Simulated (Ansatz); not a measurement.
Ca on the Mg site in rock-salt MgO (start: the Mg site; 64-site cell, 2×2×2 shifted sampling), Mg-rich (Δμ(Mg) = 0.00 eV, Δμ(Ca) = -0.53 eV, bounded by rock-salt CaO; only phases computed here count, gases as isolated molecules at 0 K). All values below come from PBE, PAW (plane waves to 420 eV; Ansatz, an electronic-structure program). In charge state 0 (not spin-polarised) the formation energy is 0.96 eV. The crystal has 5.20 × 10^22 Mg sites per cm³.

Question: Estimate the equilibrium concentration at 900 K in the dilute limit, leaving out vibrational entropy and degeneracy.

Answer: kT = 0.0776 eV; c = N exp(−E_f / kT) = 5.20 × 10^22 × exp(−12.4) ≈ 2 × 10^17 cm^-3. An error of 0.2 eV in E_f moves this by a factor of 13.
